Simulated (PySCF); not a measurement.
PySCF 2.14.0, HF/def2-svp, df: Zr(Cl)(I)3 ([Cl][Zr]([I])([I])[I]), 5 atoms. The geometry is a generated start, not checked to be a minimum at this level.

| Item | Value |
|---|---|
| task | energy |
| method | hf |
| basis | def2-svp |
| mol.max_memory | 16000 MB |
| mf.max_cycle | 100 |
| mf.init_guess | minao (default) |
| mf.conv_tol | 1e-09 (default) |
| effective core potentials | those of the basis set, past Kr |
| basis functions (base settings) | 127 |

Settings of this run: two_electron_scheme = density fitting, mf.DIIS = EDIIS, mf.diis_space = 8, mf.level_shift = 0, mf.damp = 0, mf.diis_start_cycle = 1, mf.diis = true, newton = off; 16 threads, 1 BLAS thread.

| cycle | E (Hartree) | norm of g | norm of ddm |
|---|---|---|---|
| 1 | -1392.269608026 | 4.16 | 13.6 |
| 2 | -1392.41843645185 | 3.25 | 11.4 |
| 3 | -1395.99957900856 | 0.544 | 7.76 |
| 4 | -1395.99957900918 | 0.544 | 4.49e-09 |
| 5 | -1395.99957899933 | 0.544 | 7.1e-08 |
| 6 | -1395.99957900927 | 0.544 | 7.18e-08 |
| 7 | -1395.99957900873 | 0.544 | 3.91e-09 |
| 8 | -1395.99957900839 | 0.544 | 2.43e-09 |
| 9 | -1395.99957900915 | 0.544 | 5.44e-09 |
| 10 | -1396.00713627837 | 0.582 | 0.931 |
| 11 | -1396.11225041163 | 0.252 | 1.02 |
| 12 | -1396.12789817329 | 0.0961 | 0.333 |
| 13 | -1396.12917100703 | 0.0767 | 0.033 |
| 14 | -1396.12917100576 | 0.0767 | 3.58e-08 |
| … | … | … | … |
| 32 | -1396.13195418895 | 0.00236 | 5.04e-08 |
| 33 | -1396.131954189 | 0.00236 | 8.67e-08 |
| 34 | -1396.13195418891 | 0.00236 | 1.62e-07 |
| 35 | -1396.13195418888 | 0.00236 | 6.11e-08 |
| 36 | -1396.13195668396 | 0.00295 | 0.00419 |
| 37 | -1396.13195903608 | 0.00184 | 0.00581 |
| 38 | -1396.13196108085 | 0.000594 | 0.00267 |
| 39 | -1396.13196108281 | 0.000593 | 5.28e-06 |
| … | … | … | … |
| 55 | -1396.13196171796 | 6.89e-05 | 4.7e-05 |
| 56 | -1396.13196172019 | 6.03e-05 | 5.28e-05 |
| 57 | -1396.13196172152 | 5.32e-05 | 3.8e-05 |
| 58 | -1396.13196172279 | 4.65e-05 | 3.98e-05 |
| 59 | -1396.13196172373 | 4.1e-05 | 3.38e-05 |
| 60 | -1396.13196172442 | 3.66e-05 | 2.83e-05 |
| 61 | -1396.13196172498 | 3.23e-05 | 2.43e-05 |
| 62 | -1396.13196172542 | 2.83e-05 | 2.12e-05 |

It converged after 64 Fock builds (products with the orbital Hessian counted alike).

Problem. The cycle is slow. Which setting should be changed?

Solution. This is not unique; one that fits is mf.DIIS = CDIIS (default) (15 Fock builds (products with the orbital Hessian counted alike)), all else kept; the first takes 1.1 s against 1.7 s on an otherwise empty node (AMD EPYC (Zen 5)). The other changes of this size gave: mf.DIIS = ADIIS (23). The first change moves the result by: energy under 0.001 meV/atom.
